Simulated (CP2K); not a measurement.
**Input and output of a self-consistent single point for Ca (Fm-3m, 1 atom in the cell) (CP2K)**

Level of theory: PBEsol, GPW, TZVP-MOLOPT-SR-GTH basis, GTH-PBE potentials (GTH_POTENTIALS) (CP2K).

Input:

```
&GLOBAL
  PROJECT scf
  RUN_TYPE ENERGY_FORCE
  PRINT_LEVEL LOW
&END GLOBAL
&FORCE_EVAL
  METHOD Quickstep
  STRESS_TENSOR ANALYTICAL
  &DFT
    BASIS_SET_FILE_NAME BASIS_MOLOPT_UCL
    POTENTIAL_FILE_NAME GTH_POTENTIALS
    &QS
      METHOD GPW
      EPS_DEFAULT 1E-11
    &END QS
    &MGRID
      CUTOFF 500
      REL_CUTOFF 60
      NGRIDS 5
    &END MGRID
    &SCF
      SCF_GUESS ATOMIC
      EPS_SCF 1E-6
      MAX_SCF 100
      ADDED_MOS 4
      &DIAGONALIZATION
        ALGORITHM STANDARD
      &END DIAGONALIZATION
      &MIXING
        METHOD BROYDEN_MIXING
        ALPHA 0.3
        NBUFFER 12
        BETA 1.5
      &END MIXING
      &SMEAR ON
        METHOD GAUSSIAN
        SIGMA [eV] 0.1
      &END SMEAR
    &END SCF
    &KPOINTS
      SCHEME MONKHORST-PACK 5 5 5
    &END KPOINTS
    &XC
      &XC_FUNCTIONAL
        &PBE
          PARAMETRIZATION PBESOL
        &END PBE
      &END XC_FUNCTIONAL
    &END XC
    &PRINT
      &MO
        EIGENVALUES T
        OCCUPATION_NUMBERS T
        NDIGITS 8
        FILENAME mo
        &EACH
          QS_SCF 0
        &END EACH
        ADD_LAST NUMERIC
      &END MO
      &MULLIKEN OFF
      &END MULLIKEN
    &END PRINT
  &END DFT
  &SUBSYS
    &CELL
      ABC 3.95749300 3.95749234 3.95749239
      ALPHA_BETA_GAMMA 59.99999748 60.00000326 60.00000284
      PERIODIC XYZ
    &END CELL
    &COORD
      SCALED
      Ca       0.00000000     0.00000000     0.00000000
    &END COORD
    &KIND Ca
      BASIS_SET TZVP-MOLOPT-SR-GTH-q10
      POTENTIAL GTH-PBE-q10
    &END KIND
  &END SUBSYS
  &PRINT
    &FORCES ON
    &END FORCES
    &STRESS_TENSOR ON
    &END STRESS_TENSOR
  &END PRINT
&END FORCE_EVAL
```

The program printed (abridged):

```
 GLOBAL| Method name                                                        CP2K
 GLOBAL| Project name                                                        scf
 GLOBAL| Run type                                                   ENERGY_FORCE

 TOTAL NUMBERS AND MAXIMUM NUMBERS

  Total number of            - Atomic kinds:                                   1
                             - Atoms:                                          1
                             - Shell sets:                                     1
                             - Shells:                                         8
                             - Primitive Cartesian functions:                  6
                             - Cartesian basis functions:                     19
                             - Spherical basis functions:                     18

  Maximum angular momentum of- Orbital basis functions:                        2
                             - Local part of the GTH pseudopotential:          2
                             - Non-local part of the GTH pseudopotential:      3

 SCF PARAMETERS         Density guess:                                    ATOMIC
                        max_scf:                                             100
                        max_diis:                                              4
                        eps_scf:                                        1.00E-06
                        eps_diis:                                       1.00E-01
                        eps_eigval:                                     1.00E-05
                        level_shift [a.u.]:                             0.000000
                        added MOs                                         4    0
                        Mixing method:                            BROYDEN_MIXING
                                                charge density mixing in g-space
                        Smear method:                                   GAUSSIAN
                        Smearing width (sigma) [a.u.]:                  3.67E-03
                        Accuracy threshold:                             1.00E-10
                        No outer SCF

 Extrapolation method: initial_guess

 Number of electrons:                                                         10
 Number of occupied orbitals:                                                  5
 Number of molecular orbitals:                                                 9

 Number of orbital functions:                                                 18
 Number of independent orbital functions:                                     18

 SCF WAVEFUNCTION OPTIMIZATION

  Step     Update method      Time    Convergence         Total energy    Change
     1 NoMix/Diag. 0.30E+00      -     0.75881431       -36.7278392142 -3.67E+01
     2 Broy./Diag. 0.30E+00      -     0.00557082       -36.4767789810  2.51E-01
     3 Broy./Diag. 0.30E+00      -     0.01947386       -36.5928651783 -1.16E-01
     4 Broy./Diag. 0.30E+00      -     0.00120253       -36.6553349900 -6.25E-02
     5 Broy./Diag. 0.30E+00      -     0.00077348       -36.6460985677  9.24E-03
     6 Broy./Diag. 0.30E+00      -     0.00080468       -36.6429249951  3.17E-03
     7 Broy./Diag. 0.30E+00      -     0.00008283       -36.6421279936  7.97E-04
     8 Broy./Diag. 0.30E+00      -     0.00006315       -36.6424016880 -2.74E-04
     9 Broy./Diag. 0.30E+00      -     0.00000433       -36.6421702734  2.31E-04
    10 Broy./Diag. 0.30E+00      -     0.00001111       -36.6421166075  5.37E-05
    11 Broy./Diag. 0.30E+00      -     0.00000153       -36.6420826804  3.39E-05
    12 Broy./Diag. 0.30E+00      -     0.00000189       -36.6420753218  7.36E-06
    13 Broy./Diag. 0.30E+00      -     0.00000022       -36.6420723540  2.97E-06

  *** SCF run converged in    13 steps ***

  Electronic density on regular grids:        -10.0000000000        0.0000000000
  Core density on regular grids:                9.9999999999       -0.0000000001
  Total charge density on r-space grids:       -0.0000000000
  Total charge density g-space grids:          -0.0000000000

  Overlap energy of the core charge distribution:               0.00000000000000
  Self energy of the core charge distribution:                -72.33199789073799
  Core Hamiltonian energy:                                     16.77844613072316
  Hartree energy:                                              23.90887776844579
  Exchange-correlation energy:                                 -4.99699625000943
  Smearing free energy correction:                             -0.00040211298614
  Fermi energy:                                                 0.14392744935774

  Total energy:                                               -36.64207235398589
  Total energy (extrapolated to sigma->0):                    -36.64187129749282

 ENERGY| Total FORCE_EVAL ( QS ) energy [hartree]            -36.642072508403785

 FORCES| Atomic forces [hartree/bohr]
 FORCES|   Atom     x               y               z               |f|
 FORCES|      1  1.09587725E-14  2.24165704E-15 -5.78201909E-16   1.12006267E-14
 FORCES| Sum     1.09587725E-14  2.24165704E-15 -5.78201909E-16
 FORCES| Total atomic force                                       1.12006267E-14

 STRESS| Analytical stress tensor [bar]
 STRESS|                        x                   y                   z
 STRESS|      x       -1.24514295144E+04   2.73529033057E-04   1.93132155978E-04
 STRESS|      y        2.73529033057E-04  -1.24517317539E+04  -7.61010318123E-01
 STRESS|      z        1.93132155978E-04  -7.61010318123E-01  -1.24510311478E+04
 STRESS| 1/3 Trace                                            -1.24513974720E+04
```

The run converged in 13 iterations.

The starting cell has typed, rounded lattice constants, without a prior relaxation at this level. Its lattice was rescaled by up to half a per cent. Values carry the incompleteness of an atom-centred basis. The potentials were made for another functional than the one used.
